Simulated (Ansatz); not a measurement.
## Defect calculation: Al vacancy (V_Al) in corundum

These are PBE, PAW (plane waves to 420 eV; Ansatz, a program for electronic structure) values and carry that method's errors. The supercell holds 120 host sites (2×2×1 repeats of the unit cell), with a 2×2×2 Γ-centred k-point sampling for the final energies. Site at the start: the Al site. Charged cells carry a point-charge image correction with potential alignment at far atoms. Dielectric constants: PBE linear response of the host. Host gap at this level: 5.85 eV. Finite-size and sampling errors can reach tenths of an eV here. PBE underestimates the host's gap, which shifts levels and can delocalise carriers. Spin–orbit coupling is left out. Each state is the lowest found from its start.

Formation energies E_f are given with the Fermi level at the valence-band maximum. Chemical conditions: Al-rich (Δμ(Al) = 0.00 eV; only phases computed here count, gases as isolated molecules at 0 K); O-rich (Δμ(Al) = -7.45 eV; only phases computed here count, gases as isolated molecules at 0 K). Reference phases: Al: fcc Al.

```json
[
 {"charge": "+1†", "moment (μB)": "4.0", "point group": "–", "largest move off a lattice site (Å)": "0.20", "image correction with alignment (eV)": "-0.08", "E_f, Al-rich (eV)": "–", "E_f, O-rich (eV)": "–", "above the lowest spin state (eV)": "0.00"},
 {"charge": "+1†", "moment (μB)": "not spin-polarised", "point group": "–", "largest move off a lattice site (Å)": "0.20", "image correction with alignment (eV)": "-0.12", "E_f, Al-rich (eV)": "–", "E_f, O-rich (eV)": "–", "above the lowest spin state (eV)": "0.47"},
 {"charge": "0†", "moment (μB)": "3.0", "point group": "–", "largest move off a lattice site (Å)": "0.19", "image correction with alignment (eV)": "0.00", "E_f, Al-rich (eV)": "11.78", "E_f, O-rich (eV)": "4.34", "above the lowest spin state (eV)": "0.00"},
 {"charge": "0†", "moment (μB)": "3.0", "point group": "–", "largest move off a lattice site (Å)": "0.19", "image correction with alignment (eV)": "0.00", "E_f, Al-rich (eV)": "11.78", "E_f, O-rich (eV)": "4.34", "above the lowest spin state (eV)": "0.00"},
 {"charge": "−1", "moment (μB)": "2.0", "point group": "C3", "largest move off a lattice site (Å)": "0.17", "image correction with alignment (eV)": "0.39", "E_f, Al-rich (eV)": "12.34", "E_f, O-rich (eV)": "4.89", "above the lowest spin state (eV)": "0.00"},
 {"charge": "−1†", "moment (μB)": "not spin-polarised", "point group": "–", "largest move off a lattice site (Å)": "0.17", "image correction with alignment (eV)": "0.39", "E_f, Al-rich (eV)": "–", "E_f, O-rich (eV)": "–", "above the lowest spin state (eV)": "0.24"},
 {"charge": "−2†", "moment (μB)": "1.0", "point group": "–", "largest move off a lattice site (Å)": "0.20", "image correction with alignment (eV)": "1.09", "E_f, Al-rich (eV)": "–", "E_f, O-rich (eV)": "–", "above the lowest spin state (eV)": "0.00"},
 {"charge": "−2†", "moment (μB)": "1.0", "point group": "–", "largest move off a lattice site (Å)": "0.20", "image correction with alignment (eV)": "1.09", "E_f, Al-rich (eV)": "–", "E_f, O-rich (eV)": "–", "above the lowest spin state (eV)": "0.00"},
 {"charge": "−3", "moment (μB)": "not spin-polarised", "point group": "C3", "largest move off a lattice site (Å)": "0.21", "image correction with alignment (eV)": "2.12", "E_f, Al-rich (eV)": "15.10", "E_f, O-rich (eV)": "7.65", "above the lowest spin state (eV)": "0.00"}
]
```

† Not settled in this cell, so no level is given: charge +1: a level filled in part; charge 0: a level filled in part; charge −2: a level filled in part.

Point groups are those of the whole cell at tolerances of 0.03 and 0.1 Å ("near" where only the looser one holds); none is given for unsettled states.

Starting moments that weren't kept: charge +1 began with 2 μB and ended with 4.0; charge 0 began with 1 μB and ended with 3.0; charge −2 began with 3 μB and ended with 1.0.

Flagged in the runs: a host whose relaxation on this sampling wasn't shown to rest, a strain field that reaches the edge of the cell.

All states together cost around 7 core-hours (rough).
